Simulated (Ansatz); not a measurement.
Band structure of NbN (Fm-3m, 2 atoms in the cell).

```xyz
2
Lattice="0.0000 2.2144 2.2144 2.2144 0.0000 2.2144 2.2144 2.2144 0.0000" Properties=species:S:1:pos:R:3 pbc="T T T"
Nb     2.2144     2.2144     2.2144
N      0.0000     0.0000     0.0000
```

Method: PBE, PAW files (plane waves; Ansatz, a quantum-chemistry and plane-wave program).

Settings: kpoints.mp_grid.grid = 13 13 13; hamiltonian.xc = pbe; hamiltonian.pseudopotentials = {kind: paw} (the program's default PAW files); scf.occupations.method = gaussian; scf.occupations.width = 0.05 eV; kpoints.band_path.npoints = 8.

The starting cell comes from a database of computed structures (which also holds hypothetical and non-ambient phases and stackings), without a prior relaxation at this level. Its lattice was rescaled by a random factor within 2.5 % of one. Spin polarisation is off.

Levels in eV from the Fermi level, bands 6 to 13:
```json
[
 {"point": "Γ", "6": "-3.30", "7": "-3.30", "8": "-3.30", "9": "-1.98", "10": "-1.98", "11": "-1.98", "12": "-0.18", "13": "-0.18"},
 {"point": "X", "6": "-5.73", "7": "-4.93", "8": "-3.98", "9": "-3.98", "10": "1.50", "11": "2.65", "12": "2.65", "13": "3.79"},
 {"point": "W", "6": "-6.58", "7": "-5.97", "8": "-5.97", "9": "-0.14", "10": "-0.14", "11": "2.66", "12": "3.24", "13": "4.38"},
 {"point": "K", "6": "-6.73", "7": "-5.95", "8": "-5.56", "9": "-1.89", "10": "1.88", "11": "2.05", "12": "3.85", "13": "4.24"},
 {"point": "L", "6": "-8.99", "7": "-6.94", "8": "-6.94", "9": "1.38", "10": "1.38", "11": "1.87", "12": "4.42", "13": "6.54"},
 {"point": "U", "6": "-6.73", "7": "-5.95", "8": "-5.56", "9": "-1.89", "10": "1.88", "11": "2.05", "12": "3.85", "13": "4.24"}
]
```

Bands cross the Fermi level along this path, so the cell is metallic at this level.

Keys are those of Ansatz 0.2.
